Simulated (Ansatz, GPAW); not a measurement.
## Code comparison for MgZnCu (Imma, 6 atoms in the cell)

Self-consistent single point.

```
MgZnCu
1.0
   -2.53499     2.56596     3.58238
    2.53499    -2.56596     3.58238
    2.53499     2.56596    -3.58238
Mg Zn Cu
2 2 2
Direct
  0.12315   0.87315   0.25000
  0.87685   0.12685   0.75000
  0.50000   0.50000   0.50000
  0.50000   0.00000   0.00000
  0.50000   0.50000   0.00000
  0.00000   0.50000   0.50000
```

Shared settings, as Ansatz (a quantum-chemistry and plane-wave program) writes them: kpoints.mp_grid.grid = 5 5 5; scf.occupations.method = fermi_dirac; scf.occupations.width = 0.0073 Ry. Potentials and cutoffs stand in the table.

```json
[
 {"code": "GPAW", "model": "PBEsol, GPAW PAW datasets PBEsol (made by gpaw-setup)", "pressure (GPa)": "-4.35", "largest force (eV/Å)": "0.025", "cutoff": "850 eV"},
 {"code": "Ansatz", "model": "PBEsol, PAW files made with PBE", "pressure (GPa)": "-4.67", "largest force (eV/Å)": "0.032", "cutoff": "default"}
]
```

On Ansatz's run: spin polarisation is off.

The spread over the programs that give each value: pressure within 0.32 GPa; largest force within 0.007 eV/Å.

Ansatz's pressure is given at a fixed set of plane waves, as the other plane-wave codes print theirs; with its correction for the finite basis it is -4.61 GPa.

The starting cell comes from a database of computed structures (which also holds hypothetical and non-ambient phases and stackings), without a prior relaxation at this level. Its lattice was rescaled by a random factor within 2.5 % of one.

Left out of this page: CP2K and SIESTA (unsound by tests on forces, stress, charge or solver warnings); Elk (not drawn, or without a comparable value).

Keys are those of Ansatz 0.2.
